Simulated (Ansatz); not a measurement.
Effect of pressure 1.5 GPa on TaSi2

The parent structure is TaSi2 (space group P6_222, No. 180; a = 4.776 Å, c = 6.563 Å).

The change: a hydrostatic pressure of 1.5 GPa.

Method: DFT with r2SCAN, PAW potentials and a 500 eV plane-wave cutoff in Ansatz (an electronic-structure program), without spin-orbit coupling. Γ-centred 11×11×7 mesh, Fermi–Dirac width 0.05 eV.

```csv
quantity,base,changed,shift
volume per atom,14.40 Å³,14.30 Å³,-0.108 Å³
density,9.11 g/cm³,9.18 g/cm³,+0.07 g/cm³
lattice parameter a,4.776 Å,4.763 Å,-0.013 Å
c/a ratio,1.374,1.375,+0.001
shortest interatomic distance,2.550 Å,2.545 Å,-0.005 Å
enthalpy H = E + PV relative to the base's energy,–,+0.13 eV/atom,–
band gap,zero,zero,–
```

Load acts through the strain it causes; cell and atoms are relaxed under it. No phonon test of stability was made. The final runs are not spin-polarised. An odd electron count without spin: TaSi2.
